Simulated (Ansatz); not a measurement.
The structure below was relaxed with PBE, PAW, 420 eV (Ansatz, a program for electronic structure; no SOC), at pressure 15 GPa.

```xyz
8
Lattice="-2.8709 2.8709 5.2901 2.8709 -2.8709 5.2901 2.8709 2.8709 -5.2901" Properties=species:S:1:pos:R:3 pbc="T T T"
Cd     0.0000     2.8709     2.6451
Cd     0.0000     0.0000     0.0000
Ge     2.8709     0.0000     2.6451
Ge     0.0000     0.0000     5.2901
As     1.4354     1.5800    -1.3225
As     1.4354     1.2909     3.9676
As     4.1617     1.4354     1.3225
As    -1.2909     1.4354     6.6126
```

### Question
Find the space group and the Wyckoff positions.

### Answer
Space group I-42d (No. 122); a = b = 5.7418 Å, c = 10.5802 Å, α = β = γ = 90.00°

```csv
atom,site,symmetry,x,y,z
Cd,4a,-4..,0.0000,0.0000,0.0000
Ge,4b,-4..,0.0000,0.0000,0.5000
As,8d,.2.,0.2500,0.2248,0.3750
```

### Question
Describe the coordination.

### Answer
The crystal has 16 atoms in its conventional cell. Conventional cell: a = b = 5.7418 Å, c = 10.5802 Å, α = β = γ = 90.00°. Cd sees 4 As at 2.511 Å (tetrahedral). Ge is coordinated by 4 As at 2.340 Å (tetrahedral). As has 2 Ge at 2.340 Å and 2 Cd at 2.511 Å (tetrahedral). (Neighbours: up to the widest gap in distance over summed covalent radii, below 1.35, at either atom; cation-cation and far metal-metal contacts left out.)

Load acts through the strain it causes; cell and atoms are relaxed under it. Stability against distortions was not tested. No other phases were tried under pressure. The cell was made from CdGeAs2 in the chalcopyrite structure (space group I-42d, No. 122) by this change: pressure 15 GPa.
